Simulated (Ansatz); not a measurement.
## MoTe2: carrier doping

The parent structure is MoTe$_{2}$ (space group P6_3/mmc, No. 194; a = 3.497 Å, c = 13.697 Å; layered, stacked along the Cartesian z axis).

Carriers are added at fixed cell with a uniform background; the Fermi–Dirac width is that of 300 K.

The values are results of PBE-D3(BJ)/PAW in Ansatz (a quantum-chemistry and plane-wave program), without spin-orbit coupling, earlier PAW set, not measurements.

Notes on the quantities. Fermi level from band edge: Fermi level relative to the doped band's edge (positive inside the band; to 0.05 eV).

```tsv
variant	Fermi level from band edge	gap between the host's bands	gap character
undoped	–	0.60 eV	indirect, Γ → k = (0.200, 0.200, 0) in the run's primitive reciprocal basis
electrons 2.0×10^21 cm⁻³	+0.30 eV	0.59 eV	indirect, Γ → k = (0.200, 0.200, 0) in the run's primitive reciprocal basis
electrons 3.0×10^21 cm⁻³	+0.40 eV	(withheld)	indirect, Γ → k = (0.200, 0.200, 0) in the run's primitive reciprocal basis
electrons 5.0×10^21 cm⁻³	(withheld)	0.57 eV	indirect, Γ → k = (0.200, 0.200, 0) in the run's primitive reciprocal basis
holes 2.0×10^21 cm⁻³	+0.20 eV	0.60 eV	indirect, K–Γ (81 % along) → k = (0.200, 0.200, 0) in the run's primitive reciprocal basis
holes 3.0×10^21 cm⁻³	+0.25 eV	0.59 eV	indirect, K–Γ (81 % along) → k = (0.200, 0.200, 0) in the run's primitive reciprocal basis
holes 5.0×10^21 cm⁻³	(withheld)	0.57 eV	indirect, K–Γ (81 % along) → k = (0.200, 0.200, 0) in the run's primitive reciprocal basis
```

**Question.** Some entries are withheld; estimate them.

**Answer.** 
- electrons 3.0×10^21 cm⁻³, gap between the host's bands: 0.58 eV
- electrons 5.0×10^21 cm⁻³, Fermi level from band edge: +0.50 eV
- holes 5.0×10^21 cm⁻³, Fermi level from band edge: +0.35 eV

Charged cell with a jellium background: band edges are those of the host's band count, energies are not comparable with the neutral cell, and many-body gap narrowing is missing. Spin-orbit coupling, missing from the scalar runs, can matter with Te. Whether these cells are dynamically stable was not tested. The program warned that a D3 coordination switch lies within reach, so dispersion energies are less smooth here.
